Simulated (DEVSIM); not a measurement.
# CdTe n-i-p diode

System: CdTe n-i-p diode, at 400 K.

| layer (left to right) | material | thickness (μm) | Nd (cm⁻³) | Na (cm⁻³) | τn (s) | τp (s) |
|---|---|---|---|---|---|---|
| 1 | CdTe | 0.220 | 4.5e17 | - | 2.5e-9 | 2.5e-9 |
| 2 | CdTe | 0.800 | - | 6.3e10 | 2.5e-9 | 2.5e-9 |
| 3 | CdTe | 0.610 | - | 6.1e17 | 2.5e-9 | 2.5e-9 |

Left contact: ohmic. Right contact: ohmic. Voltage is applied to the left contact. Recombination: SRH at mid-gap, radiative, Auger. Mobility is μmin + (μ − μmin)/(1 + (N/Nref)^α).

This is a model device: material constants are rounded textbook-type values typed into the input, and sizes, dopings and lifetimes were drawn at random. Values at 300 K; Nc and Nv go as T^1.5, mobilities as T to minus their exponent, the gap by Varshni's rule with the affinity fixed.

```csv
parameter,CdTe
gap (eV),1.5
affinity (eV),4.28
permittivity,10.2
Nc (cm⁻³),8e17
Nv (cm⁻³),1.8e19
μn (cm²/Vs),1000
μp (cm²/Vs),80
"μn,min",100
"μp,min",10
"Nref,n",1e17
"Nref,p",1e17
αn,0.6
αp,0.6
T exponent of μn,1.7
T exponent of μp,1.5
B (cm³/s),1e-10
Cn (cm⁶/s),1e-30
Cp (cm⁶/s),1e-30
Varshni α (eV/K),0.00031
Varshni β (K),108
```

DEVSIM, 1D drift-diffusion, Boltzmann statistics, complete ionisation; no tunnelling, impact ionisation, image-force lowering or self-heating.

- Potential step across the device at zero bias = 1.304 V
- Dark forward voltage at 1 A/cm² = 0.840 V
- Dark forward voltage at 100 A/cm² = 1.106 V

Dark forward current:

(V (V), J (A/cm²)): (-0.05, -1.0e-6); (-0.10, -3.1e-6); (-0.20, -1.7e-5); (-0.25, -3.9e-5); (-0.30, -8.6e-5); (-0.40, -0.00044); (-0.45, -0.00099); (-0.50, -0.0023); (-0.60, -0.013); (-0.65, -0.031); (-0.70, -0.076); (-0.75, -0.19); (-0.85, -1.2); (-0.90, -2.9); (-0.95, -6.6); (-1.05, -36); (-1.10, -89); (-1.15, -230); (-1.25, -1700); (-1.30, -3900)

Dark reverse current:

```tsv
V (V)	J (A/cm²)
0.10	9.4e-7
0.25	1.7e-6
0.50	2.7e-6
0.75	3.4e-6
1.00	3.9e-6
1.50	4.7e-6
2.00	5.2e-6
2.50	5.6e-6
3.25	6.0e-6
4.00	6.3e-6
5.00	6.7e-6
```
